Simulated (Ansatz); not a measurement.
Consider SiGe in the wurtzite structure (space group P6_3mc, No. 186; a = 3.9004 Å, c = 6.4434 Å; a model cell, its experimental status unchecked).

The change: cell and atoms relaxed at a pressure of 15 GPa.

Levels (all Ansatz, an electronic-structure program, PAW, earlier PAW set): PBEsol (420 eV, scalar-relativistic without spin-orbit coupling); r2SCAN (500 eV, without spin-orbit coupling).

The geometry is relaxed with PBEsol.

| Item | Value |
|---|---|
| PBEsol lowest conduction level above the VBM at special points | M 0.09 eV; K 0.40 eV; L 0.59 eV; Γ 0.82 eV |
| PBEsol smallest direct gap | 0.82 eV |
| PBEsol width of the top valence band | 4.09 eV |

**Question.** How does going to r2SCAN change the lowest conduction level above the VBM at special points, smallest direct gap and width of the top valence band?

**Answer.** The lowest conduction level above the VBM at special points goes from M 0.09 eV; K 0.40 eV; L 0.59 eV; Γ 0.82 eV to M 0.40 eV; K 0.69 eV; L 0.93 eV; Γ 1.24 eV; the smallest direct gap goes up by 0.42 eV (0.82 eV → 1.24 eV); the width of the top valence band goes up by 0.14 eV (4.09 eV → 4.23 eV).

Single points use the geometry relaxed with PBEsol. Their cutoffs differ, which shifts pressures a little. Load acts through the strain it causes; cell and atoms are relaxed under it. Stability against distortions was not tested. Competing high-pressure phases were not computed. A zero or small gap of SiGe under pressure 15 GPa can be the functional's error rather than a property of the material.
